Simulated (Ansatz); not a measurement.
Input and output of a relaxation of cell and atoms for MnF2 (P4_2/mnm, 6 atoms in the cell) (Ansatz, a first-principles code).

Method of the run: LDA (PW92), default PAW files made with PBE (plane waves; Ansatz).

The change in words: atoms on their sites; basis.ecutwfc: 30.9 Ry → 15.4 Ry; relax: default → cell and atoms. Reference geometry:
```
MnF2
1.0
    4.84565     0.00000     0.00000
    0.00000     4.84565     0.00000
    0.00000     0.00000     3.29345
Mn F
2 4
Direct
  0.00000   0.00000   0.01518
  0.50000   0.50000   0.50000
  0.30500   0.30500   0.00000
  0.80500   0.19500   0.50000
  0.19500   0.80500   0.50000
  0.69500   0.69500   0.00000
```
Moments meant for the start (each program seeds them in its own way; μB, in the order of the atoms Mn Mn F F F F): 5.0 -5.0 0.0 0.0 0.0 0.0.

Reference input (self-consistent single point, DFT, LDA (PW92), plane waves, default PAW files made with PBE): basis.ecutwfc = 30.9 Ry; kpoints.mp_grid.grid = 2 2 5; hamiltonian.xc = lda; hamiltonian.pseudopotentials = {kind: paw} (the program's default PAW files); magnetization.spin_polarized = true; scf.occupations.method = fermi_dirac; scf.occupations.width = 0.0015 Ry. This run's input differs from it in these lines:

Ansatz 0.2 input:
```diff
@@ -7,3 +7,3 @@
   atoms:
-    - { symbol: Mn, position: [0.00000000, 0.00000000, 0.01518200], spin: 5.0 }
+    - { symbol: Mn, position: [0.00000000, 0.00000000, 0.00000000], spin: 5.0 }
     - { symbol: Mn, position: [0.50000000, 0.50000000, 0.50000000], spin: -5.0 }
@@ -14,3 +14,3 @@
 basis:
-  ecutwfc: 30.9 Ry
+  ecutwfc: 15.4 Ry
 kpoints:
@@ -24,2 +24,4 @@
   occupations: { method: fermi_dirac, width: 0.0015 Ry }
+relax:
+  cell: {}
 output:
```

Output (repeated stretches shortened):

```
   [... SCF lines of the steps left out ...]
relax step   1: F+E_penalty+E_count = -10812.81183607 eV  Δ(F+E_penalty+E_count) = +0.000e0 eV  max|allowed force component| = 1.743e-1 eV/Å  Δτ_max = 0.0000 Å  P = -9.884 GPa  Ω = 77.331 Å³  (11 SCF iters, dr2 threshold 1.00e-7 eV, accepted)
relax step   2: F+E_penalty+E_count = -10822.55414957 eV  Δ(F+E_penalty+E_count) = -9.742e0 eV  max|allowed force component| = 1.251e-1 eV/Å  Δτ_max = 0.0102 Å  P = +62.901 GPa  Ω = 72.950 Å³  energy of the carried Pulay correction = +1.045e1 eV  (8 [...]
   [... lines left out ...]
relax step 120: F+E_penalty+E_count = -10812.77500716 eV  Δ(F+E_penalty+E_count) = -3.592e-3 eV  max|allowed force component| = 3.107e-4 eV/Å  Δτ_max = 0.0007 Å  P = +0.010 GPa  Ω = 72.462 Å³  energy of the carried Pulay correction = -7.050e-2 eV  [...]
relax step 121: F+E_penalty+E_count = -10813.35456088 eV  Δ(F+E_penalty+E_count) = -5.796e-1 eV  max|allowed force component| = 4.513e-2 eV/Å  Δτ_max = 0.0000 Å  P = -0.623 GPa  Ω = 72.462 Å³  stress off target by 9.90e-1 GPa  SCF on the basis [...]
basis re-selected at this cell: Δ(F+E_penalty+E_count) = -5.796e-1 eV, ΔP = -0.633 GPa vs the last step
   [... lines left out ...]
Absolute magnetization: 9.4122 μB (∫|ρ↑−ρ↓|, with the PAW one-centre terms)
Free energy (F): -10813.354561 eV
Fermi energy:    8.470726 eV
Error: variable-cell relaxation did not converge after 121 `relax_step` rows, as none of its last 37 fresh-basis SCF(s) at a relaxed cell met both thresholds with a finite energy. The last misses `relax.f_tol` and `relax.cell.stress_tol`: largest allowed force component 4.51e-2 eV/Å (`relax.f_tol` 1.00e-2 eV/Å), stress off the target on the free part of the cell 9.90e-1 GPa (`relax.cell.stress_tol` 5.00e-2 GPa), F+E_penalty+E_count -10813.35456088 eV. The closest is row 67, whose structure comes with this error. Larger ratio of force or stress to its threshold at each such SCF whose figures are numbers: 319.500, 257.917, 298.928, 235.938, 229.231, 180.448, 133.955, 95.802, 96.555, [...]
   [... lines left out ...]
to start a new deck from the relaxed geometry:
  cell:  # Å, volume = 72.3712 Å³
    - [4.842888138075687, -9.71630247964903e-5, 0.0]
    - [-9.71630247964903e-5, 4.842888138075687, 0.0]
    - [0.0, 0.0, 3.085722252755572]
  atoms:
    - { symbol: Mn, position: [-1.0636747359058984e-19, 5.075106518619756e-20, 0.0] }
    - { symbol: Mn, position: [0.5, 0.5, 0.49999999999999994] }
    - { symbol: F, position: [0.2988447445597905, 0.2988447445597905, 0.0] }
    - { symbol: F, position: [0.7988427358626855, 0.20115726413731455, 0.49999999999999994] }
    - { symbol: F, position: [0.20115726413731455, 0.7988427358626855, 0.49999999999999994] }
    - { symbol: F, position: [0.7011552554402098, 0.7011552554402098, 0.0] }
```

The relaxation ended unconverged. 

The starting cell has typed, rounded lattice constants, without a prior relaxation at this level. Its lattice was rescaled by up to half a per cent. The cutoff lies below the one recommended for these files.

Cost on one core of a shared machine: roughly 2 min.
